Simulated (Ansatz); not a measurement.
# Y: biaxial strain +2.50 %, plane normal [001], relaxed out of plane

Take Y in the hcp (Mg type) structure (space group P6_3/mmc, No. 194; a = 3.594 Å, c = 5.610 Å; relaxed with 0.1 eV smearing) as the base. Axes: x lies along a and z along c of the hexagonal cell.

Now apply this change: biaxial strain +2.50 %, plane normal [001], relaxed out of plane (Cartesian); in-plane vectors clamped, the third vector and the atoms free.

Computed with Kohn–Sham DFT with the PBEsol functional, run in Ansatz (an electronic-structure program) with PAW and 420 eV plane waves, no SOC. Γ-centred 19×19×11 mesh, Fermi–Dirac width 0.1 eV, for the changed cell.

```tsv
quantity	base	changed	shift
volume per atom	31.38 Å³	32.53 Å³	+1.15 Å³
space group	P6_3/mmc (No. 194)	P6_3/mmc (No. 194)	–
shortest interatomic distance	3.489 Å	3.491 Å	+0.002 Å
pressure (mean of the normal stresses, compression positive)	0.0 GPa	-1.4 GPa	-1.4 GPa
band gap	zero	zero	–
out-of-plane strain	–	-1.33 %	–
ratio −ε⊥/ε∥	–	0.53	–
mean in-plane stress (compression positive)	–	-2.1 GPa	–
```

Final structure (turned so that z lies along the plane normal):

```yaml
crystal:
  lattice:
    - [3.68417, 0.00000, 0.00000]
    - [1.84209, 3.19059, 0.00000]
    - [0.00000, 0.00000, 5.53550]
  atoms:
    - { symbol: Y, position: [0.66667, 0.66667, 0.75000] }
    - { symbol: Y, position: [0.33333, 0.33333, 0.25000] }
```

Stability against distortions was not tested. The final runs are not spin-polarised.
